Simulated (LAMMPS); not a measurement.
Al (fcc) at 750 K and zero pressure, started from the melt, with several potentials, in cells of their own sizes.

Potentials compared:
- EAM-type AlCu.adp: classical MD, pair style adp, file AlCu.adp (LAMMPS); Apostol and Mishin, Phys Rev B 83, 054116 (2011)
- EAM-type AlCu.eam.alloy: classical MD, pair style eam/alloy, file AlCu.eam.alloy (LAMMPS); Cai and Ye, Phys Rev B, 54, 8398-8410 (1996)
- EAM-type NiAlH_jea.eam.alloy: classical MD, pair style eam/alloy, file NiAlH_jea.eam.alloy (LAMMPS); Moody and Baskes, Modell Sim Mater Sci Eng, 3, 289-307 (1995)
- MEAM MoCoNiVFeAlCr_2nn.meam: classical MD, pair style meam, file MoCoNiVFeAlCr_2nn.meam (LAMMPS); Wang, J., Kwon, H., Kim, H.S. et al. A neural network model for high entropy alloy design. npj Comput Mater 9, 60 (2023).

```
potential                      state                    volume  first peak of g(r)       coordination number  self-diffusion coefficient of Al (not corrected for cell size)  mean phonon frequency  rough cost (ms per atom and simulated ps)
----------------------------  ------  ------------------------  ------------------  ------------------------  --------------------------------------------------------------  ---------------------  -----------------------------------------
EAM-type AlCu.adp             liquid    18.051 ± 0.002 Å³/atom  2.81 Å, height 3.3  12.6 (counted to 3.78 Å)                                       (9.4 ± 0.2) × 10^-6 cm²/s                5.8 THz                                     1 to 3
EAM-type AlCu.eam.alloy       liquid    18.855 ± 0.002 Å³/atom  2.79 Å, height 2.9  13.1 (counted to 3.94 Å)                                     (3.73 ± 0.07) × 10^-5 cm²/s                4.6 THz                                     1 to 3
EAM-type NiAlH_jea.eam.alloy  liquid  19.4411 ± 0.0009 Å³/atom  2.74 Å, height 2.6  12.2 (counted to 3.86 Å)                                     (9.35 ± 0.07) × 10^-5 cm²/s                4.4 THz                                   0.3 to 1
MEAM MoCoNiVFeAlCr_2nn.meam   liquid    18.400 ± 0.006 Å³/atom  2.77 Å, height 3.0  11.3 (counted to 3.62 Å)                                     (2.57 ± 0.05) × 10^-5 cm²/s                5.3 THz                                    3 to 10
```

Costs are rough: whole-run CPU time with set-up and analysis, from shared machines, in bands a factor of about three wide.

Caution (row EAM-type AlCu.adp): this liquid lies under the melting point of about 1050 K that EAM-type AlCu.adp gives, so it is undercooled.

Caution: the potential EAM-type NiAlH_jea.eam.alloy is made for Ni, Ni3Al and hydrogen in them.

Caution (row EAM-type NiAlH_jea.eam.alloy): this liquid lies under the measured melting point of 933 K, so it is undercooled or the potential melts low.

Caution (row EAM-type NiAlH_jea.eam.alloy): a run this short can hold a crystal over, or a liquid under, the potential's own melting point, which these runs don't give.

Caution (row MEAM MoCoNiVFeAlCr_2nn.meam): this liquid lies under the melting point of about 940 K that MEAM MoCoNiVFeAlCr_2nn.meam gives, so it is undercooled.

States go by the mean squared displacement: a species diffuses where it passes 1.5 Å², still rises and gives D over 1e-6 cm²/s; a crystal has left its structure where atoms lie 0.35 Å off their sites on average or a cubic box changes its shape by 3 %, or the axial ratios of another lie 8 % off the starting cell's, which the potential's own relaxation can also do.

Errors of D are the spread over four groups of atoms in one short run; a floor of about 5 %, a picked value, is safer.

Uncertainties are statistical and leave out the potential's own error.
